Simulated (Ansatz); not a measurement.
# Pressure series in CdSe

Start from CdSe in the zinc blende structure (space group F-43m, No. 216; a = 6.133 Å).

Cell and atoms are relaxed at each pressure.

Calculations: r2SCAN, PAW, 500 eV (Ansatz, an electronic-structure program; no spin-orbit coupling).

```json
[
 {"pressure (GPa)": "-2", "band gap (eV)": "0.94"},
 {"pressure (GPa)": "-1", "band gap (eV)": "0.99"},
 {"pressure (GPa)": "0", "band gap (eV)": "1.04"},
 {"pressure (GPa)": "0.3", "band gap (eV)": "1.05"},
 {"pressure (GPa)": "0.7", "band gap (eV)": "?"},
 {"pressure (GPa)": "1.5", "band gap (eV)": "1.10"},
 {"pressure (GPa)": "3", "band gap (eV)": "1.15"},
 {"pressure (GPa)": "5", "band gap (eV)": "1.22"},
 {"pressure (GPa)": "7.5", "band gap (eV)": "1.29"}
]
```

Problem. Fit E_g = E₀ + αP + βP² to the rows shown and predict the withheld row.

Solution. Least squares on the printed values gives E₀ = 1.04 eV, α = 43.7 meV/GPa, β = -1.3 meV/GPa² (largest residual 0.00 eV); this predicts 1.07 eV, and the run gives 1.07 eV, in agreement.

Load acts through the strain it causes; cell and atoms are relaxed under it. No phonon test of stability was made. Tetrahedral semiconductors of this kind turn to denser phases somewhere between about 1 and 50 GPa; those were not computed, so compressed cells here can lie past the real transition.
